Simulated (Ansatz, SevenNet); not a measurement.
**Bulk modulus B0 of CsCl-type PdIn at several levels of theory**

No measured value is used here.

Q: Put these levels in order of the bulk modulus B0 that they give for CsCl-type PdIn, smallest first: LDA (Ansatz, a program for electronic structure), PBEsol+SOC (Ansatz), SevenNet-l3i5 (SevenNet).

A: SevenNet-l3i5 (115 GPa), PBEsol+SOC (137 GPa), LDA (150 GPa)

Unless a cell is named, each level is at its own relaxed cell (SevenNet-l3i5 18.12, LDA 16.61, PBEsol+SOC 17.11 Å³/atom).

Each level is taken at its own relaxed cell. Ansatz's density-functional and Hartree–Fock values are scalar-relativistic unless marked +SOC, with PAW data made under PBE.

Machine-learned potentials (SevenNet-l3i5) are trained on DFT data, which may include these solids.
